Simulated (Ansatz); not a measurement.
System: W-vacancy pair (W on one host Al site, one Al site vacant) in fcc Al (neutral cell). The step: a nearby Al atom hops onto the vacant site (W-vacancy distance between ideal sites 2.86 Å throughout); the atom moves 2.57 Å along (-0.45, 0.45, 0.00) of the unit cell; the moving atom starts with neighbours Al at 2.70, Al at 2.78, Al at 2.79, 2 Al at 2.85, 3 Al at 2.91, Al at 2.96, Al at 2.98; W at 2.80 Å and ends with Al at 2.70, Al at 2.78, Al at 2.79, Al at 2.85, Al at 2.86, 3 Al at 2.91, Al at 2.96, Al at 2.99; W at 2.79 Å. DFT values are from Ansatz (plane-wave PAW, 420 eV unless said) in a cell of 32 host sites, spin-restricted, static, with no finite-size correction. Forms of the defect that were not tried may lie lower. For the PBE band: the program found a first-order saddle point.

| Level | Forward barrier (eV) | Cost of the band or of the saddle's single point |
|---|---|---|
| CHGNet universal potential (has no charge state), its own band | 0.10 | - |
| PBE, a 3×3×3 k-point mesh shifted by half a step, band relaxed | 0.38 | about 40 core-minutes (a rough figure) |
| PBE, a 5×5×5 k-point mesh shifted by half a step, same geometries | 0.41 | about 4 core-minutes (a rough figure) |
| r2SCAN at 500 eV, a 3×3×3 k-point mesh shifted by half a step, same geometries | [?] | roughly 110 core-seconds |

Problem. Complete the blanks.

Solution. 
- r2SCAN at 500 eV, a 3×3×3 k-point mesh shifted by half a step, same geometries, Forward barrier (eV): 0.46

Ansatz is an electronic-structure program.
